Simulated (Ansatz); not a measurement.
## Fermi-surface data of Ir (Fm-3m)

```
Ir
1.0
    0.00000     1.91772     1.91772
    1.91772     0.00000     1.91772
    1.91772     1.91772     0.00000
Ir
1
Direct
  0.00000   0.00000   0.00000
```

Level of theory: PBEsol, rigid bands, earlier PAW set (plane waves, scalar-relativistic; Ansatz, a program for electronic structure). Condition of this run: hydrostatic pressure -2 GPa (the target of the relaxation). Geometry: cell and atoms relaxed with PBEsol, then loaded as said.

```yaml
density of states at the Fermi level: 0.892 states/(eV·cell), both spins
bare Sommerfeld coefficient: 2.1 mJ/(mol of atoms·K²)
drude_plasma_energy: 10.7 eV
root-mean-square Fermi velocity: 8.3e5 m/s
resistivity times τ: 4.3 ×10⁻²² Ω·m·s
resistivity_times_mean_free_path: 3.7 ×10⁻¹⁶ Ω·m²
```

A metal at this level (no band gap); rigid bands, thermally averaged at 300 K, both spins. Spin-orbit coupling is left out, which matters with elements this heavy. τ is one relaxation time for all states; the product of resistivity and mean free path takes one path for all states instead.
